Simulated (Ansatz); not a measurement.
Cell of fluorite-like CuAl2 (0 0 1) on silicon (0 0 1) (film strained to the substrate, faces as cut), with its geometry taken from a PBE run:

```yaml
crystal:
  lattice:
    - [3.86778, -0.00007, -0.03635]
    - [-0.00029, 3.86767, -0.03997]
    - [-0.92665, -1.59397, 29.08923]
  atoms:
    - { symbol: Si, position: [0.98779, 0.02703, 0.06992] }
    - { symbol: Si, position: [0.47341, 0.00839, 0.02368] }
    - { symbol: Si, position: [0.51604, 0.57183, 0.16432] }
    - { symbol: Si, position: [0.00130, 0.54994, 0.11728] }
    - { symbol: Si, position: [0.04531, 0.11691, 0.25844] }
    - { symbol: Si, position: [0.53069, 0.09470, 0.21138] }
    - { symbol: Si, position: [0.57414, 0.66293, 0.35256] }
    - { symbol: Si, position: [0.05967, 0.63988, 0.30550] }
    - { symbol: Si, position: [0.10188, 0.20950, 0.44656] }
    - { symbol: Si, position: [0.58767, 0.18622, 0.39962] }
    - { symbol: Si, position: [0.64619, 0.76200, 0.54194] }
    - { symbol: Si, position: [0.12999, 0.73300, 0.49368] }
    - { symbol: Al, position: [0.80048, 0.29674, 0.60206] }
    - { symbol: Al, position: [0.31205, 0.80498, 0.61568] }
    - { symbol: Al, position: [0.35266, 0.86053, 0.71813] }
    - { symbol: Al, position: [0.85269, 0.36010, 0.71792] }
    - { symbol: Al, position: [0.88704, 0.41175, 0.82255] }
    - { symbol: Al, position: [0.38699, 0.91176, 0.82204] }
    - { symbol: Al, position: [0.42200, 0.96254, 0.92888] }
    - { symbol: Al, position: [0.92263, 0.46154, 0.92578] }
    - { symbol: Cu, position: [0.83257, 0.83328, 0.66513] }
    - { symbol: Cu, position: [0.37003, 0.38620, 0.76996] }
    - { symbol: Cu, position: [0.90398, 0.93703, 0.87485] }
    - { symbol: Cu, position: [0.44080, 0.48727, 0.98023] }
```

All values below come from r2SCAN (plane waves to 500 eV, PAW; Ansatz, a quantum-chemistry and plane-wave program). Spin–orbit coupling is left out; the runs are not spin-polarised. Its k-point mesh 8×8×1, Fermi–Dirac width 0.05 eV.

Q: Give the plane-averaged electrostatic potential energy of an electron along the normal (the smooth PAW potential), about its mean over the cell.

A: 
```
z (Å) | V (eV)
    0.000 | ################# 1.23
    0.269 | ############### 0.86
    0.673 | ####### -0.59
    0.942 | ########## 0.00
    1.345 | ################### 1.65
    1.615 | ############## 0.69
    1.884 | ###### -0.66
    2.287 | ######### -0.24
    2.556 | ################# 1.26
    2.960 | ############## 0.80
    3.229 | ###### -0.64
    3.633 | ####### -0.49
    3.902 | ############### 0.97
    4.171 | ################## 1.43
    4.574 | ###### -0.63
    4.844 | #### -1.02
    5.247 | ############## 0.80
    5.516 | ################## 1.43
    5.785 | ########## 0.11
    6.189 | #### -1.09
    6.458 | ######### -0.15
    6.862 | ################## 1.43
    7.131 | ########### 0.21
    7.534 | #### -1.15
    7.803 | ######## -0.30
    8.073 | ################ 1.17
    8.476 | ############ 0.31
    8.745 | #### -0.99
    9.149 | ####### -0.44
    9.418 | ################ 1.04
    9.687 | ################ 1.12
   10.091 | ##### -0.95
   10.360 | #### -1.07
   10.763 | ############### 0.91
   11.032 | ################ 1.18
   11.436 | ##### -0.89
   11.705 | #### -1.14
   11.974 | ########## 0.00
   12.378 | ################ 1.21
   12.647 | ######### -0.17
   13.051 | #### -1.17
   13.320 | ######### -0.10
   13.589 | ################# 1.27
   13.992 | ########## -0.01
   14.262 | #### -1.10
   14.665 | ######### -0.09
   14.934 | ################## 1.49
   15.338 | ############# 0.54
   15.607 | ###### -0.74
   15.876 | ####### -0.57
   16.280 | ###################### 2.32
   16.549 | ############################## 3.71
   16.952 | ################### 1.64
   17.221 | ######## -0.42
   17.491 | # -1.59
   17.894 | # -1.58
   18.163 | ####### -0.51
   18.567 | ################### 1.60
   18.836 | ################ 1.18
   19.240 | ######### -0.24
   19.509 | ######### -0.21
   19.778 | ############# 0.57
   20.181 | ########## 0.02
   20.450 | ## -1.44
   20.854 |  -1.82
   21.123 |  -1.75
   21.392 | #### -1.05
   21.796 | ############# 0.63
   22.065 | ########## -0.02
   22.469 | ######## -0.41
   22.738 | ########### 0.23
   23.141 | ############ 0.39
   23.410 | #### -1.15
   23.680 |  -1.73
   24.083 |  -1.74
   24.352 | ### -1.26
   24.756 | ############## 0.83
   25.025 | ############ 0.41
   25.294 | ######## -0.32
   25.698 | ########## -0.06
   25.967 | ############## 0.74
   26.370 | ###### -0.62
   26.639 | # -1.59
   27.043 | # -1.72
   27.312 | ## -1.48
   27.581 | ######### -0.23
   27.985 | ############## 0.81
   28.254 | ########## -0.02
   28.658 | ########## -0.06
   28.927 | ############### 0.86
```
